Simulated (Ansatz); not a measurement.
Charge-transition levels above the valence-band maximum in wurtzite AlN (eV), each at one geometry relaxed with PBE and evaluated in Ansatz (a first-principles code) with PBE, r2SCAN. Host gaps: PBE 4.03 eV, r2SCAN 4.67 eV. Set-up: 96-site cell; 2×2×2 shifted k-points; charged states image-corrected; no spin–orbit coupling; no Hubbard U; corrections pass 1 eV, so highly charged states may be off by several tenths; flagged in the runs: for some of the defects a host whose relaxation on this sampling wasn't shown to rest, a strain field that reaches the edge of the cell.

```csv
defect,x: PBE (eV),y: r2SCAN (eV)
"N vacancy (broken-bond start) [the N site; a neighbour pushed 0.95 Å away from the vacancy, along c] (+2/+1)",0.14,0.50
As on the N site (+1/0),0.55,0.67
Sb on the N site (+1/0),1.13,1.30
Al vacancy + Si on the Al site [the Al site; Al 3.09 Å away] (0/−1),1.16,1.49
Al vacancy + Si on the Al site [the Al site; Al 3.13 Å away] (0/−1),1.19,1.52
Mn on the Al site (+1/0),1.23,1.14
Zr on the Al site + N vacancy (+2/+1),1.89,2.11
Al vacancy + Si on the Al site [the Al site; Al 3.13 Å away] (−1/−2),1.95,2.12
Al vacancy + Si on the Al site [the Al site; Al 3.09 Å away] (−1/−2),1.92,?
```

Task: Fit a straight line to the 8 complete rows and predict the last.

Result: Means: x = 1.155, y = 1.356; Sxx = 2.576, Sxy = 2.437. Slope 2.437 / 2.576 = 0.95, intercept 1.356 − 0.95 × 1.155 = 0.26 eV; the rows scatter by 0.16 eV about the line, and R² = 0.94. Prediction: 0.26 + 0.95 × 1.92 = 2.08 eV. The calculation gave 2.08 eV, 0.00 eV below the line, within its scatter.
